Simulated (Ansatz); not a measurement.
## A computed series for BP: pressure series

Start from BP in the zinc blende structure (space group F-43m, No. 216; a = 4.5364 Å).

Cell and atoms are relaxed at each pressure.

All numbers come from Ansatz (a quantum-chemistry and plane-wave program) r2SCAN, no spin-orbit coupling, earlier PAW set.

Notes on the quantities. hole mass: degenerate bands, along [100]; enthalpy: H = E + PV relative to the base's energy.

```tsv
change	hole mass	band gap	enthalpy	volume per atom
base	0.24, 0.24, 0.32 mₑ (at Γ)	1.41 eV	–	11.67 Å³
pressure −2 GPa	0.24, 0.24, 0.31 mₑ (at Γ)	1.43 eV	-0.15 eV/atom	11.81 Å³
pressure −1 GPa	0.24, 0.24, 0.32 mₑ (at Γ)	1.42 eV	-0.07 eV/atom	11.74 Å³
pressure 1.8 GPa	0.24, 0.24, 0.32 mₑ (at Γ)	1.39 eV	+0.13 eV/atom	11.55 Å³
pressure 4.2 GPa	0.24, 0.24, 0.33 mₑ (at Γ)	[?]	+0.30 eV/atom	[?]
pressure 9 GPa	0.23, 0.23, 0.34 mₑ (at Γ)	1.34 eV	+0.64 eV/atom	11.12 Å³
pressure 18 GPa	0.23, 0.23, 0.36 mₑ (at Γ)	1.27 eV	+1.25 eV/atom	10.67 Å³
pressure 30 GPa	0.23, 0.23, 0.39 mₑ (at Γ)	1.19 eV	+2.03 eV/atom	10.17 Å³
pressure 45 GPa	0.23, 0.23, 0.41 mₑ (at Γ)	1.09 eV	+2.96 eV/atom	9.67 Å³
pressure 60 GPa	0.22, 0.22, 0.44 mₑ (at Γ)	1.00 eV	+3.84 eV/atom	9.26 Å³
```

### Question
Complete the table.

### Answer

- pressure 4.2 GPa, band gap: 1.37 eV
- pressure 4.2 GPa, volume per atom: 11.39 Å³

Load acts through the strain it causes; cell and atoms are relaxed under it. Effective masses come from finite differences of ±0.01 Å⁻¹. Stability against distortions was not tested. Competing high-pressure phases were not computed.
